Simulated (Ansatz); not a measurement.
Worked example: self-consistent single point of the (110) slab of Mo (cut from a parent of space group no. 229; 5 atoms in the cell) in Ansatz (a first-principles code).

Level of theory: LDA (PW92), PAW files made with PBE (plane waves; Ansatz).

```
CELL_PARAMETERS angstrom
      2.71434     0.00000     0.00000
     -3.61912     2.55910     0.00000
      0.00000     0.00000    22.86500
ATOMIC_POSITIONS crystal
  Mo 0.00000 0.00000 0.30615
  Mo 0.00000 0.50000 0.40307
  Mo 0.00000 0.00000 0.50000
  Mo 0.00000 0.50000 0.59693
  Mo 0.00000 0.00000 0.69385
```

Reference input (self-consistent single point, DFT, LDA (PW92), plane waves, PAW files made with PBE): basis.ecutwfc = 420 eV; kpoints.mp_grid.grid = 10 10 1; hamiltonian.xc = lda; hamiltonian.pseudopotentials = {kind: paw} (the program's default PAW files); scf.occupations.method = fermi_dirac; scf.occupations.width = 0.1 eV. This run's input differs from it in these lines:

Ansatz 0.2 input:
```diff
@@ -15,3 +15,3 @@
 kpoints:
-  mp_grid: { grid: [10, 10, 1] }
+  mp_grid: { grid: [15, 15, 1] }
 hamiltonian:
```

Output (repeated stretches shortened):

```
SCF iter   1: F=—  HF=-24215.884331 eV  |F-HF|=—  |Δ(HF+E_count)|=         —  Δρ=7.64e-2  dr2=2.76e1  ethr=3.10e-3  ⟨swp⟩=9.0  Hψ=28313  notcnv=0  defer=14
all-band conjugate gradients solve this SCF's bands
automatic band count: the SCF goes on with 49 bands, as 42 were too few: the levels above may hold too much charge
preconditioner: auto → LDOS
SCF iter   2: F=—  HF=-24213.475043 eV  |F-HF|=—  |Δ(HF+E_count)|=    2.41e0  Δρ=5.16e-2  dr2=1.09e1  ethr=3.10e-3  ⟨swp⟩=4.0  Hψ=8895  notcnv=0  defer=45
   [... lines left out ...]
SCF iter   7: F=—  HF=-24211.545294 eV  |F-HF|=—  |Δ(HF+E_count)|=   1.46e-5  Δρ=7.47e-5  dr2=4.15e-5  ethr=3.91e-7  ⟨swp⟩=2.1  Hψ=3798  notcnv=0  defer=41
SCF iter   8: F=—  HF=-24211.545381 eV  |F-HF|=—  |Δ(HF+E_count)|=   8.68e-5  Δρ=2.60e-5  dr2=2.38e-6  ethr=5.92e-8  ⟨swp⟩=2.0  Hψ=3960  notcnv=0  defer=41
SCF iter   9: F=—  HF=-24211.545381 eV  |F-HF|=—  |Δ(HF+E_count)|=   2.34e-7  Δρ=7.60e-6  dr2=2.65e-7  ethr=3.40e-9  ⟨swp⟩=2.4  Hψ=4916  notcnv=0  defer=41
SCF iter  10: F=-24211.545381 eV  HF=-24211.545381 eV  |F-HF|=4.91e-9  |Δ(HF+E_count)|=   2.16e-8  Δρ=2.18e-6  dr2=1.11e-8  ethr=1.43e-10  ⟨swp⟩=11.0  Hψ=13932  notcnv=0
SCF 1 converged in 10 iterations: F = -24211.545381 eV  dr2 = 1.11e-8
Free energy (F): -24211.545381 eV
Internal energy: -24211.395756 eV  (E = F + TS)
E sigma→0 (E₀):  -24211.470569 eV
Entropy (-TS):   -0.149625 eV (-29.925 meV/atom)
Fermi energy:    7.797565 eV
--- Forces (eV/Å), atoms counted from 1 ---
  atom   1  Mo    -0.00000000     0.00000000     0.91481036
  atom   2  Mo     0.00000000     0.00000000    -0.63398023
  atom   3  Mo     0.00000000    -0.00000000     0.00000000
  atom   4  Mo    -0.00000000     0.00000000     0.63398023
  atom   5  Mo     0.00000000    -0.00000000    -0.91481036
--- Stress (GPa, compression-positive) ---
       -7.669063       0.345481      -0.000000
        0.345481      -7.424771      -0.000000
       -0.000000      -0.000000      -5.346590
  P = ⅓ Tr σ = -6.8135 GPa (-68.135 kbar)
  The stress holds the Pulay correction. Without it, at fixed plane waves, as pw.x and ABINIT print it: P = -6.8152 GPa
```

The run converged in 10 iterations. Against the reference run the free energy hardly moves (within 1 meV/atom) and the largest force goes from 0.878 to 0.915 eV/Å.

The starting cell has typed, rounded lattice constants, without a prior relaxation at this level. The slab is cut from that crystal, and its faces are unrelaxed. Its lattice was rescaled by up to half a per cent. Spin polarisation is off.
